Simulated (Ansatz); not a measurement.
Results of PBEsol (plane waves, PAW; Ansatz, a quantum-chemistry and plane-wave program) for GaO (model structure, started from the beta GaS type, P6₃/mmc, No. 194, 8 atoms in the cell).

Settings: plane-wave cutoff 520 eV, 12×12×4 k mesh (along the axes of the cell as run), Fermi–Dirac smearing 0.01 eV, scalar-relativistic PAW data made under PBE.

Cell (relaxed at this level):

```xyz
8
Lattice="3.0703 0.0000 0.0000 -1.5352 2.6590 0.0000 0.0000 0.0000 12.8517" Properties=species:S:1:pos:R:3 pbc="T T T"
Ga     0.0000     1.7726     1.9753
Ga     1.5352     0.8863     8.4012
Ga     1.5352     0.8863    10.8764
Ga     0.0000     1.7726     4.4505
O      0.0000     1.7726     7.6822
O      1.5352     0.8863     1.2563
O      1.5352     0.8863     5.1695
O      0.0000     1.7726    11.5954
```

Problem. What does this level give for the band gap and bulk modulus B0?

Solution. 
- band gap: 1.09 eV (on the SCF k mesh)
- bulk modulus B0: 30.4 GPa

Note: the bulk modulus is −V dP/dV from two relaxed cells at ±2 % in volume; the relaxation could raise the start's symmetry but not lower it, so the cell can be a saddle point.

Spin–orbit coupling is not included.

Computed values are for the static lattice.

A model structure was made by putting elements into a prototype or built by hand; it is no filed structure, need not be a known phase, and can be a saddle point held by its symmetry.
